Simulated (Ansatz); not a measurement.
Element substitutions in HgSe

The parent structure is HgSe in the zinc blende structure (space group F-43m, No. 216; a = 6.133 Å).

Each row replaces one element on all its sites; cell and atoms are relaxed.

Computed with PBEsol (Ansatz, a quantum-chemistry and plane-wave program), spin-orbit coupling left out.

| case | density | shortest interatomic distance |
|---|---|---|
| base | 8.05 g/cm³ | 265.6 pm |
| Se → Te | 7.90 g/cm³ | 281.9 pm |
| Hg → Tl | 6.55 g/cm³ | 285.7 pm |
| Hg → Pb | [?] | [?] |
| Hg → Pt | 10.29 g/cm³ | 243.0 pm |

**Question.** What belongs in the blanks?

**Answer.** 
- Hg → Pb, density: 6.09 g/cm³
- Hg → Pb, shortest interatomic distance: 293.8 pm

Whether these cells are dynamically stable was not tested. As relaxed here, TlSe, PbSe and PtSe are hypothetical phases, not in the database extracts checked. The final runs are not spin-polarised. An odd electron count without spin: TlSe. PtSe has a high density of states at the Fermi level and may be magnetic at this level.
